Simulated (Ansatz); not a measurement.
Where the default PAW files enter, the runs use the earlier of Ansatz's two default sets.

## Evanescent states of SrO (Fm-3m, rock salt, 2 atoms a cell, 17.2 Å³ an atom) along the normal of (110)

All values below come from r2SCAN (plane waves, PAW; Ansatz, a program for electronic structure).

No gap correction and no spin-orbit coupling; mid-gap values are interpolated between computed energies.

Energies count from the valence-band top; κ is the least over a 8×6 mesh across the current.

```csv
E (eV),κ (1/Å),where
0.09,0.104,Γ
0.27,0.174,Γ
0.45,0.216,Γ
0.63,0.247,Γ
0.81,0.271,Γ
0.99,0.289,Γ
1.17,0.304,Γ
1.35,0.315,Γ
1.53,0.323,Γ
1.71,0.329,Γ
1.89,0.332,Γ
2.07,0.334,Γ
2.25,0.334,Γ
2.43,0.331,Γ
2.61,0.321,Γ
2.79,0.302,Γ
2.97,0.278,Γ
3.15,0.250,Γ
3.33,0.216,Γ
3.51,0.172,Γ
3.69,0.107,Γ
```

**Question.** How thick must the barrier be to attenuate the transmission by 10^6 when the electrodes' Fermi level lies at 0.63 eV, and what attenuation does that film give at 2.07 eV?

**Answer.** d = 6 ln 10 / (2 × 0.247) = 28.0 Å. At 2.07 eV it gives 6 × 0.334/0.247 = 8.1 decades.
